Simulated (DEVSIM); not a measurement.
Structure: abrupt InP p-n junction, at 300 K.

```tsv
layer (left to right)	material	thickness (μm)	Nd (cm⁻³)	Na (cm⁻³)	τn (s)	τp (s)
1	InP	0.140	-	5.9e16	1.7e-8	1.7e-8
2	InP	2.10	2.4e14	-	1.7e-8	1.7e-9
```

Left contact: ohmic. Right contact: ohmic. Voltage is applied to the left contact. Recombination: SRH at mid-gap. Mobility is μmin + (μ − μmin)/(1 + (N/Nref)^α).

The device is made up for the run: typed textbook-type constants, with dimensions and the other settings drawn at random. Values at 300 K.

```
parameter         InP
-------------  ------
gap (eV)        1.344
affinity (eV)    4.38
permittivity     12.5
Nc (cm⁻³)      5.7e17
Nv (cm⁻³)      1.1e19
μn (cm²/Vs)      5200
μp (cm²/Vs)       170
μn,min            400
μp,min             10
Nref,n           3e17
Nref,p         4.9e17
αn               0.47
αp               0.62
```

Model (solved in DEVSIM): 1D drift-diffusion, Boltzmann statistics, complete ionisation; no tunnelling, impact ionisation, image-force lowering or self-heating.

Task: Give the dark forward current.

Result: 
```json
[
 {"V (V)": "0.05", "J (A/cm²)": "5.0e-9"},
 {"V (V)": "0.15", "J (A/cm²)": "5.7e-8"},
 {"V (V)": "0.30", "J (A/cm²)": "1.3e-6"},
 {"V (V)": "0.40", "J (A/cm²)": "1.0e-5"},
 {"V (V)": "0.55", "J (A/cm²)": "0.00027"},
 {"V (V)": "0.65", "J (A/cm²)": "0.0031"},
 {"V (V)": "0.75", "J (A/cm²)": "0.053"},
 {"V (V)": "0.90", "J (A/cm²)": "6.0"},
 {"V (V)": "1.00", "J (A/cm²)": "95"},
 {"V (V)": "1.10", "J (A/cm²)": "440"},
 {"V (V)": "1.25", "J (A/cm²)": "1100"},
 {"V (V)": "1.35", "J (A/cm²)": "1400"},
 {"V (V)": "1.50", "J (A/cm²)": "1800"},
 {"V (V)": "1.60", "J (A/cm²)": "2000"}
]
```
